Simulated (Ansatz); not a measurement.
Base system: BeTe in the zinc blende structure (space group F-43m, No. 216; a = 5.554 Å).

Method: DFT with LDA, PAW potentials and a 420 eV plane-wave cutoff in Ansatz (an electronic-structure program), without spin-orbit coupling.

Before the change:

The pressure is 0.01 GPa and the band gap comes out as 1.79 eV.

Now apply this change: the cell is scaled by 1.0150 in all directions, atoms relaxed at fixed cell.

Problem. How does this affect the pressure?

Solution. The pressure shrinks by 2.61 GPa (0.01 GPa → -2.60 GPa).

Problem. What happens to the energy relative to the base?

Solution. The energy goes up by 8.2 meV/atom.

Problem. How does this affect the band gap?

Solution. The band gap goes up by 0.10 eV to 1.89 eV.

Spin-orbit coupling, missing from the scalar runs, can matter with Te. The cells carry an imposed strain or load. Stability against distortions was not tested.
